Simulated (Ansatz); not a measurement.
# MgZn2 (P6₃/mmc, No. 194)

The numbers are results of PBEsol (PAW; Ansatz, an electronic-structure program), not measurements.

Run with plane-wave cutoff 500 eV, 12×12×8 k mesh (along the axes of the cell as run), Fermi–Dirac smearing 0.1 eV, scalar-relativistic PAW data made under PBE.

Cell: relaxed at this level.

For MgZn2 (P6₃/mmc, No. 194), the equilibrium volume per atom is 15.88 Å³/atom and the equilibrium lattice constant a is 5.124 Å. The c axis length comes out as 8.380 Å and the band gap is zero (no gap).

Note: the volume lies 6 % below that of the published cell.

Static lattice: no zero-point or thermal effects.

The result took around 12 core-minutes (rough).
